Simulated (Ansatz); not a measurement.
Base system: BiSeBr (space group Pnma, No. 62; a = 8.0886 Å, b = 4.1180 Å, c = 11.5541 Å; a cell from a computed database, its experimental status unchecked).

The values are results of Kohn–Sham DFT with the r2SCAN functional, run in Ansatz (a first-principles code) with PAW and 500 eV plane waves, without spin-orbit coupling, not measurements.

Before the change:

| Property | Value |
|---|---|
| Shortest interatomic distance | 2.734 Å |
| Band gap | 1.97 eV |
| Electron mass | 1.9 mₑ along a, 0.25 mₑ along b, 0.70 mₑ along c (at Γ) |
| Gap character | indirect, k = (0, 0, 1/3) in the run's primitive reciprocal basis → Γ |

Now apply this change: In takes the place of Bi on all its sites, then cell and atoms are relaxed.

Tabulated Pauling electronegativity and covalent radius: Bi 2.02, 1.48 Å; In 1.78, 1.42 Å.

Task: Predict the new shortest interatomic distance, band gap, electron mass, valence-band top at Γ and gap character.

Result: The shortest interatomic distance falls by 0.0788 Å, from 2.734 Å to 2.656 Å; the band gap shrinks by 0.34 eV, from 1.97 eV to 1.63 eV; the electron mass becomes 0.41 mₑ along a, 0.20 mₑ along b, 0.31 mₑ along c (at Γ) (base: 1.9 mₑ along a, 0.25 mₑ along b, 0.70 mₑ along c (at Γ)); the valence-band top at Γ (three highest levels, from the VBM) amounts to 0.00, -0.02, -0.52 eV; the gap character goes from indirect, k = (0, 0, 1/3) in the run's primitive reciprocal basis → Γ to direct at Γ.

Spin-orbit coupling, missing from the scalar runs, can matter with Bi. Effective masses come from finite differences of ±0.01 Å⁻¹. Whether these cells are dynamically stable was not tested. As relaxed here, InSeBr is a hypothetical phase, not in the database extracts checked.
